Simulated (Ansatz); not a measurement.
Habitual settings against a tight run: Al₃Ru₂ (I4/mmm, 5 atoms in the cell)

Self-consistent single point.

```xyz
5
Lattice="-1.5743 1.5743 7.3074 1.5743 -1.5743 7.3074 1.5743 1.5743 -7.3074" Properties=species:S:1:pos:R:3 pbc="T T T"
Al     0.0000     0.0000     0.0000
Al     0.0000     0.0000    11.7821
Al     0.0000     0.0000     2.8326
Ru     0.0000     0.0000     8.8547
Ru     0.0000     0.0000     5.7601
```

Computed with r2SCAN, PAW files made with PBE (plane waves; Ansatz, a quantum-chemistry and plane-wave program).

Base settings: basis.ecutwfc = 500 eV; kpoints.mp_grid.grid = 10 10 10; hamiltonian.xc = r2scan; hamiltonian.pseudopotentials = {kind: paw} (the program's default PAW files); scf.occupations.method = cold; scf.occupations.width = 0.1 eV.

Tight run (finer mesh or higher cutoff; not a proven limit): basis.ecutwfc: 500 eV → 700 eV; kpoints.mp_grid.grid: 10 10 10 → 14 14 14; scf.convergence.dr2_threshold: default (1e-07 eV) → 1e-09 eV. It gave Fermi level (on the code's own zero) 13.40 eV; pressure -11.99 GPa; largest force (vector length) 0.241 eV/Å.

Quick runs, as changes from the base:
- A: the base itself
- B: basis.ecutwfc: 500 eV → 335 eV; kpoints.mp_grid.grid: 10 10 10 → 6 6 6; hamiltonian.xc: r2scan → lda; kpoints.mp_grid.shift: default → 0.5 0.5 0.5 [LDA (PW92)]
- C: basis.ecutwfc: 500 eV → 295 eV; kpoints.mp_grid.grid: 10 10 10 → 8 8 8; hamiltonian.xc: r2scan → lda; scf.occupations.method: cold → fermi_dirac; scf.occupations.width: 0.1 eV → 0.2 eV [LDA (PW92)]
- D: basis.ecutwfc: 500 eV → 300 eV; kpoints.mp_grid.grid: 10 10 10 → 3 3 3; scf.occupations.method: cold → gaussian; scf.occupations.width: 0.1 eV → 0.5 eV
- E: basis.ecutwfc: 500 eV → 300 eV; kpoints.mp_grid.grid: 10 10 10 → 1 1 1; scf.convergence.dr2_threshold: default (1e-07 eV) → 0.0001 eV
- F: basis.ecutwfc: 500 eV → 335 eV; kpoints.mp_grid.grid: 10 10 10 → 2 2 2; hamiltonian.xc: r2scan → lda; scf.occupations.method: cold → fermi_dirac; scf.occupations.width: 0.1 eV → 0.272 eV; scf.convergence.dr2_threshold: default (1e-07 eV) → 0.001 eV [LDA (PW92)]

Energies are extrapolated to zero smearing width, which holds to low order in the width alone.

Dashes: energy of B, C, F, another energy zero; count of B, C, F, another kind of functional, whose work the count does not hold.

† marks runs with another functional, U, potentials or spin treatment: their distance from the tight run is not a convergence error alone.

The count of work is k-points × plane waves × bands × iterations; it is no time. 

Pressures in the table are Ansatz's without its Pulay estimate, at a fixed set of plane waves; the tight run's value above holds the estimate.

The starting cell comes from a database of computed structures (which also holds hypothetical and non-ambient phases and stackings), without a prior relaxation at this level. Its lattice was rescaled by a random factor within 2.5 % of one. Spin polarisation is off. In the base run, with a pressure of about -12 GPa the cell is away from its equilibrium volume at this level.

| run | energy less tight (meV/atom) | pressure less tight (GPa) | largest miss in a force vector (eV/Å) | count of work / tight |
|---|---|---|---|---|
| A | 5.4 | 0.04 | 0.038 | 0.20 |
| B† | – | -6.00 | 0.160 | – |
| C† | – | -11.10 | 0.071 | – |
| D | 84.0 | -5.54 | 0.208 | 0.0056 |
| E | -62.0 | -3.87 | 1.061 | 0.00070 |
| F† | – | 0.45 | 0.876 | – |

Among the runs at the tight run's level, the energy misses run from 5.4 to 84.0 meV/atom.

Keys are those of Ansatz 0.2.
